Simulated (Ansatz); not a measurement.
The reference is Ti in the hcp (Mg type) structure (space group P6_3/mmc, No. 194; a = 2.902 Å, c = 4.593 Å; relaxed with 0.1 eV smearing). Axes: x lies along a and z along c of the hexagonal cell.

Level of theory: PBEsol (Ansatz, a program for electronic structure, PAW, no spin-orbit coupling).

Strains are applied to the cell and any free atomic positions relax.

One change was made to it. Results:

```json
[
 {"quantity": "pressure (mean of the normal stresses, compression positive)", "base": "0.0 GPa", "after": "1.2 GPa"},
 {"quantity": "energy relative to the base (free energy F)", "base": "0 meV/atom", "after": "+1.1 meV/atom"}
]
```

Problem. Which change produced these results?
(A) uniaxial strain ε_zz = −3.00 %
(B) uniaxial strain ε_zz = +1.00 %
(C) uniaxial strain ε_zz = −1.00 %
(D) uniaxial strain ε_zz = −2.00 %

Solution. C, uniaxial strain ε_zz = −1.00 %. For comparison, the pressure in the other runs: uniaxial strain ε_zz = +1.00 % gives -1.2 GPa; uniaxial strain ε_zz = −3.00 % gives 3.9 GPa; uniaxial strain ε_zz = −2.00 % gives 2.5 GPa.

No phonon test of stability was made. The final runs are not spin-polarised.
